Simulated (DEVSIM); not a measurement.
Structure: Cr/SiO2/n-Si capacitor, at 300 K.

```csv
layer (left to right),material,thickness (nm),Nd (cm⁻³)
1,SiO2,1.60,-
2,Si,4400,3.4e15
```

Metal gate on the left, work function 4.5 eV. Fixed charge at the semiconductor interface 0 cm⁻² (in units of +e); no interface traps.

The device is made up for the run: typed textbook-type constants, with dimensions and the other settings drawn at random. Values at 300 K.

```csv
parameter,SiO2,Si
gap (eV),9,1.124
affinity (eV),0.9,4.05
permittivity,3.9,11.7
Nc (cm⁻³),-,2.86e19
Nv (cm⁻³),-,3.1e19
```

DEVSIM, 1D Poisson equation in equilibrium, Boltzmann statistics, complete ionisation; no quantum confinement or tunnelling. Metal contacts follow the ideal Schottky-Mott rule: no Fermi-level pinning, no interface dipoles.

Tabulate band edges, carrier densities and field at -0.2 V on the gate.

Energies count from the Fermi level of the right contact; mesh points crowd at the junctions.

```tsv
x (μm)	Ec (eV)	Ev (eV)	n (cm⁻³)	p (cm⁻³)	field (V/cm)
0.000	3.800	-5.200	< 1e2	< 1e2	-60000
0.0007376	3.796	-5.204	< 1e2	< 1e2	-60000
0.001359	3.792	-5.208	< 1e2	< 1e2	-60000
0.002369	0.639	-0.485	5.3e8	2.2e11	-20000
0.005422	0.633	-0.491	6.7e8	1.7e11	-20000
0.01094	0.622	-0.502	1.0e9	1.1e11	-20000
0.02257	0.600	-0.524	2.4e9	4.8e10	-19000
0.05758	0.537	-0.587	2.8e10	4.2e9	-17000
0.1209	0.439	-0.685	1.2e12	9.7e7	-14000
0.2457	0.308	-0.816	1.9e14	610000	-7300
0.5174	0.236	-0.888	3.1e15	38000	-350
1.381	0.234	-0.890	3.4e15	34000	≈ 0
2.666	0.234	-0.890	3.4e15	34000	≈ 0
3.579	0.234	-0.890	3.4e15	34000	≈ 0
4.094	0.234	-0.890	3.4e15	34000	≈ 0
4.251	0.234	-0.890	3.4e15	34000	≈ 0
4.331	0.234	-0.890	3.4e15	34000	≈ 0
4.367	0.234	-0.890	3.4e15	34000	≈ 0
4.390	0.234	-0.890	3.4e15	34000	≈ 0
4.396	0.234	-0.890	3.4e15	34000	≈ 0
4.400	0.234	-0.890	3.4e15	34000	≈ 0
4.402	0.234	-0.890	3.4e15	34000	≈ 0
```
